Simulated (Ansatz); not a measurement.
BP (model structure, started from the GeS type, Pnma, No. 62, 8 atoms in the cell)

The numbers are results of HSE06 (Ansatz, a program for electronic structure, PAW), not measurements.

Settings: plane-wave cutoff 460 eV, 4×8×6 k mesh (along the axes of the cell as run), Fermi–Dirac smearing 0.05 eV, scalar-relativistic PAW data made under PBE.

Cell (relaxed with PBE-D3(BJ)):

```cif
data_B4P4
_chemical_formula_sum 'B4 P4'
_space_group_name_H-M_alt 'P 1'
_space_group_IT_number 1
_cell_length_a 6.20494
_cell_length_b 3.21398
_cell_length_c 5.36320
_cell_angle_alpha 90.000
_cell_angle_beta 90.000
_cell_angle_gamma 90.000
loop_
_space_group_symop_operation_xyz
  'x, y, z'
loop_
_atom_site_label
_atom_site_type_symbol
_atom_site_fract_x
_atom_site_fract_y
_atom_site_fract_z
_atom_site_occupancy
B1 B 0.16278 0.25000 0.39947 1
B2 B 0.33722 0.75000 0.89947 1
B3 B 0.83722 0.75000 0.60053 1
B4 B 0.66278 0.25000 0.10053 1
P1 P 0.83798 0.25000 0.39281 1
P2 P 0.66202 0.75000 0.89281 1
P3 P 0.16202 0.75000 0.60719 1
P4 P 0.33798 0.25000 0.10719 1
```

```
Item                                                                         Result
-------------------------------------------  --------------------------------------
band gap                                     1.39 eV (on the SCF k mesh) (indirect)
smallest direct gap on the k points sampled                                 1.93 eV
```

Note: PBE has no gap here, and a hybrid on a coarse mesh can open a false one; the relaxation could raise the start's symmetry but not lower it, so the cell can be a saddle point; cell and atoms aren't relaxed at this level (pressure 1.3 GPa).

Computing time: roughly 6 core-minutes.

A model structure was made by putting elements into a prototype or built by hand; it is no filed structure, need not be a known phase, and can be a saddle point held by its symmetry.
